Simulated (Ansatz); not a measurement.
## RuP$_{2}$ (space group Pnnm, No. 58)

```xyz
6
Lattice="5.1027 0.0000 0.0000 0.0000 5.8686 0.0000 0.0000 0.0000 2.8620" Properties=species:S:1:pos:R:3 pbc="T T T"
P      1.7223     5.1164     1.4310
P      3.3804     0.7522     1.4310
P      4.2736     3.6865     0.0000
P      0.8291     2.1821     0.0000
Ru     2.5513     2.9343     1.4310
Ru     0.0000     0.0000     0.0000
```

Method: PBEsol, PAW, 420 eV (Ansatz, a program for electronic structure; no spin-orbit coupling). k-mesh 7×6×11 (Γ-centred); smearing 0.05 eV (Fermi–Dirac).

```json
{
 "volume_per_atom": "14.28 Å³",
 "density": "6.32 g/cm³",
 "band_gap": "0.47 eV, indirect, T → Γ–Z (43 % along)",
 "electron_mass": "0.39 mₑ along a, 1.5 mₑ along b, 0.68 mₑ along c",
 "total_energy": "-2432.896 eV/atom (σ→0; compares only within this code and set-up)"
}
```

Masses are band curvatures over ±0.01 Å⁻¹ around the edge. Whether these cells are dynamically stable was not tested.
